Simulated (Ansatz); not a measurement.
System: Cu-vacancy pair (Cu on one host Ti site, one Ti site vacant) in rock-salt TiN (neutral cell). The step: the Cu atom itself jumps into the vacancy (Cu-vacancy distance between ideal sites 3.00 Å throughout); the atom moves 1.80 Å along (0.00, 0.30, 0.30) of the unit cell; the moving atom starts with neighbours 2 N at 1.90, 2 N at 2.24 Å and ends with 2 N at 1.90, 2 N at 2.24 Å. A PBE band in Ansatz (plane-wave PAW, a 2×2×2 k-point mesh shifted by half a step, 64 host sites, 28 SCF runs with any check of the saddle's order, static, no finite-size correction) gives a forward barrier of 0.25 eV. The saddle point's order was not checked, and it lies on a symmetry element of the cell, where a band can be held. Forms of the defect that were not tried may lie lower.

Single points at the band's start and saddle point can refine it. Rough cost of one point, in units of the band's mean SCF on the same machine:

```tsv
Level	Cost of one point
PBE, a 4×4×4 k-point mesh shifted by half a step	about 8
r2SCAN at 500 eV, a 2×2×2 k-point mesh shifted by half a step	about 2
```

Question: Which of these move the barrier by more than 0.1 eV, and how far does each move it?

Answer: Not one does. PBE, a 4×4×4 k-point mesh shifted by half a step: +0.01 eV; r2SCAN at 500 eV, a 2×2×2 k-point mesh shifted by half a step: -0.02 eV. Each functional is compared with PBE at the same k-points.

Ansatz is a program for electronic structure.
